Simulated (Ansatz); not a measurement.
Start from AlN in the wurtzite structure (space group P6_3mc, No. 186; a = 3.1138 Å, c = 4.9833 Å). Axes: x lies along a and z along c of the hexagonal cell.

The values are results of Ansatz (a first-principles code), PBEsol, PAW, cutoff 420 eV, without spin-orbit coupling, not measurements.

Base values:

```
Property                         Value
-----------------------------  -------
Shortest interatomic distance  1.891 Å
Band gap                       4.09 eV
```

It is then changed as follows: the cell is stretched by 0.60 % along z with no lateral relaxation, atoms relaxed at fixed cell.

### Question
Predict the new stress.

### Answer
The stress (xx, yy, zz, yz, xz, xy; compression positive) is (-0.62, -0.62, -2.10, 0.00, 0.00, 0.00) GPa.

### Question
How does this affect the shortest interatomic distance?

### Answer
The shortest interatomic distance increases by 0.003 Å, from 1.891 Å to 1.894 Å.

### Question
Predict the new electron mass.

### Answer
The electron mass is 0.28 mₑ along z, 0.30 mₑ across (at Γ).

### Question
Estimate the effect on the band gap.

### Answer
The band gap falls by 0.02 eV to 4.07 eV.

### Question
How does this affect the energy relative to the base?

### Answer
The energy increases by 0.4 meV/atom.

The cells carry an imposed strain or load. Effective masses come from finite differences of ±0.01 Å⁻¹. Whether these cells are dynamically stable was not tested.
